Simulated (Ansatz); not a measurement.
The starting structures come from a database of crystals and need not be the phases stable at ambient conditions.

Input:

```xyz
4
Lattice="7.7124 -0.0002 0.0000 -2.5735 7.2750 0.0000 -1.2867 3.6375 2.2276" Properties=species:S:1:pos:R:3 pbc="T T T"
Te     1.2827     7.2749     2.2276
Pb     5.2529     1.8582     0.0000
Pb    -0.1140     5.4166     0.0000
Se     0.0000     0.0000     0.0000
```

The cell was relaxed by PBE-D3(BJ); by r2SCAN it stands under a pressure of 1.3 GPa.

Transport runs along the normal of the first two printed cell vectors, the (110) plane of the conventional cell.

No gap correction and no spin-orbit coupling; mid-gap is the computed energy nearest the middle.

Q: Give the band gap and the smallest decay constant κ at mid-gap that r2SCAN run with Ansatz (a first-principles code) yields.

A: Gap 0.81 eV on a 14×14×14 mesh; κ = 0.079 1/Å, at the zone centre.
